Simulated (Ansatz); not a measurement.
SiC (model structure, started from the alpha GeTe type, Fm-3m, No. 225, 2 atoms in the cell)

Computed with r²SCAN (Ansatz, a quantum-chemistry and plane-wave program, PAW).

Run with plane-wave cutoff 560 eV, 22×22×22 k mesh, Fermi–Dirac smearing 0.05 eV, scalar-relativistic PAW data made under PBE.

Cell (relaxed at this level):

Space group Fm-3m (No. 225); a = 4.0275 Å, b = 4.0275 Å, c = 4.0275 Å, α = 90.00°, β = 90.00°, γ = 90.00°

```json
[
 {"atom": "Si", "site": "4b", "symmetry": "m-3m", "x": "0.5000", "y": "0.5000", "z": "0.5000"},
 {"atom": "C", "site": "4a", "symmetry": "m-3m", "x": "0.0000", "y": "0.0000", "z": "0.0000"}
]
```
(The calculation used a cell of 2 atoms; values per cell refer to that cell.)

| Property | Value |
|---|---|
| band gap | none |
| bulk modulus | 268 GPa |

Note: the bulk modulus is −V dP/dV from two relaxed cells at ±2 % in volume; the relaxation could raise the start's symmetry but not lower it, so the cell can be a saddle point.

Static lattice: no zero-point or thermal effects.

A model structure was made by putting elements into a prototype or built by hand; it is no filed structure, need not be a known phase, and can be a saddle point held by its symmetry.
